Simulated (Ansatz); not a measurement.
KCl in the rock salt structure (space group Fm-3m, No. 225)

```yaml
crystal:
  lattice:
    - [0.00000, 3.12135, 3.12135]
    - [3.12135, 0.00000, 3.12135]
    - [3.12135, 3.12135, 0.00000]
  atoms:
    - { symbol: K, position: [0.00000, 0.00000, 0.00000] }
    - { symbol: Cl, position: [0.50000, 0.50000, 0.50000] }
```

Computed with PBEsol/PAW in Ansatz (a first-principles code), scalar-relativistic without spin-orbit coupling. k-mesh 9×9×9 (Γ-centred); smearing 0.05 eV (Fermi–Dirac).

```yaml
volume_per_atom: 30.41 Å³
density: 2.04 g/cm³
band_gap: 5.10 eV, direct at Γ
electron_mass: 0.43 mₑ
Lowest conduction-band minima above the VBM: Γ 5.10 eV; X along ⟨100⟩ 6.37 eV
total_energy: -1290.371 eV/atom (σ→0; compares only within this code and set-up)
```

Masses are band curvatures over ±0.01 Å⁻¹ around the edge. No phonon test of stability was made.
